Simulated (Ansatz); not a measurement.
Ge2Os (model structure, started from the C54 type, Fddd, No. 70, 6 atoms in the cell), treated with r²SCAN (Ansatz, a quantum-chemistry and plane-wave program, plane waves, PAW).

The input as run:

Ansatz 0.2 input:
```yaml
crystal:
  lattice:
    - [0.0, 3.9682036563, 4.9515481757]
    - [2.2661897554, 0.0, 4.9515481757]
    - [2.2661897554, 3.9682036563, 0.0]
  atoms:
    - { symbol: Ge, position: [0.6699936192, 0.3300063808, 0.6699936192] }
    - { symbol: Ge, position: [0.3300063808, 0.6699936192, 0.3300063808] }
    - { symbol: Ge, position: [0.5800063808, 0.9199936192, 0.5800063808] }
    - { symbol: Ge, position: [0.9199936192, 0.5800063808, 0.9199936192] }
    - { symbol: Os, position: [0.0, 0.0, 0.0] }
    - { symbol: Os, position: [0.25, 0.25, 0.25] }
basis:
  ecutwfc: 560
  ecutrho_ratio: 4
  xc_grid: 3
kpoints:
  mp_grid: { grid: [14, 14, 14] }
hamiltonian:
  xc: r2scan
  dispersion: none
  pseudopotentials: { kind: paw }
scf:
  occupations: { method: fermi_dirac, width: 0.05 }
output:
  forces: true
  stress: true
  eigenvalues: true
relax:
  f_tol: 0.004
  escape_saddle: false
  max_steps: 80
  cell: { stress_tol: 0.02, fix: [volume] }
```

Output (set-up and result lines):

```
Relaxation: its limit of steps is 80 (relax.max_steps)
Crystal: 6 atoms, lattice volume = 89.056 Å³
Basis set: ecut = 560 eV, 2673 PW (Γ), exchange–correlation on 150×135×108 points (27 copies of the dense FFT grid, shifted against one another)
Bands: 53, of which v1, the nominal top of the filled ones, is band 44 counted from 1 (43 counted from 0)
Symmetry: 8 space group operations
Space group: Fddd (ITA 70), of the structure as read, at distance tolerance 4.5e-5 Å
k-points: 428 of 2744
Functional: x = r2scan, c = r2scan; τ floored in thin density (d = 2e-4 eV/Å³)
SCF iter   1: F=—  HF=-40003.711831 eV  |F-HF|=—  |Δ(HF+E_count)|=         —  Δρ=1.27e-2  dr2=1.24e-1  dr2_τ=7.76e-2
SCF iter   2: F=—  HF=-40003.812148 eV  |F-HF|=—  |Δ(HF+E_count)|=   1.00e-1  Δρ=5.39e-3  dr2=1.33e-2  dr2_τ=4.07e-3
  ...
SCF 1 converged in 8 iterations: F = -40003.817345 eV  dr2 = 1.21e-8
Crystal: 6 atoms, lattice volume = 89.056 Å³
Basis set: ecut = 560 eV, 2681 PW (Γ), exchange–correlation on 150×135×108 points (27 copies of the dense FFT grid, shifted against one another)
Initial density: handed on by an earlier stage of this run
SCF 2 converged in 5 iterations: F = -40003.818449 eV  dr2 = 1.58e-7
Crystal: 6 atoms, lattice volume = 89.056 Å³
SCF 3 converged in 5 iterations: F = -40003.818472 eV  dr2 = 5.50e-9
Crystal: 6 atoms, lattice volume = 89.056 Å³
SCF iter   5: F=—  HF=-40003.818473 eV  |F-HF|=—  |Δ(HF+E_count)|=   1.90e-9  Δρ=1.26e-7  dr2=1.24e-11  dr2_τ=4.24e-12
SCF iter   6: F=-40003.818473 eV  HF=-40003.818473 eV  |F-HF|=1.46e-11  |Δ(HF+E_count)|=  1.46e-11  Δρ=4.42e-8  dr2=1.62e-12  dr2_τ=1.83e-13
SCF 4 converged in 6 iterations: F = -40003.818473 eV  dr2 = 1.62e-12
SCF converged after 6 iterations
Free energy (F): -40003.818473 eV
Internal energy: -40003.783620 eV  (E = F + TS)
E sigma→0 (E₀):  -40003.801047 eV
Fermi energy:    18.208792 eV
--- Forces (eV/Å), atoms counted from 1 ---
  atom   1  Ge     0.00000000     0.00093037    -0.00000000
  atom   2  Ge     0.00000000    -0.00093037     0.00000000
  atom   3  Ge     0.00000000    -0.00093037     0.00000000
  atom   4  Ge     0.00000000     0.00093037    -0.00000000
  atom   5  Os     0.00000000     0.00000000     0.00000000
  atom   6  Os     0.00000000     0.00000000     0.00000000
--- Stress (GPa, compression-positive) ---
        3.492031       0.000000       0.000000
        0.000000       3.493417       0.000000
        0.000000       0.000000       3.491898
  P = ⅓ Tr σ = 3.4924 GPa (34.924 kbar)
```

The cell is one volume of an energy–volume scan, off the minimum.

The PAW data were made under PBE.

Note: the run has no spin polarisation, so it can have missed a magnetic state. Note: the relaxation could raise the start's symmetry but not lower it, so the cell can be a saddle point.

A model structure was made by putting elements into a prototype or built by hand; it is no filed structure, need not be a known phase, and can be a saddle point held by its symmetry.
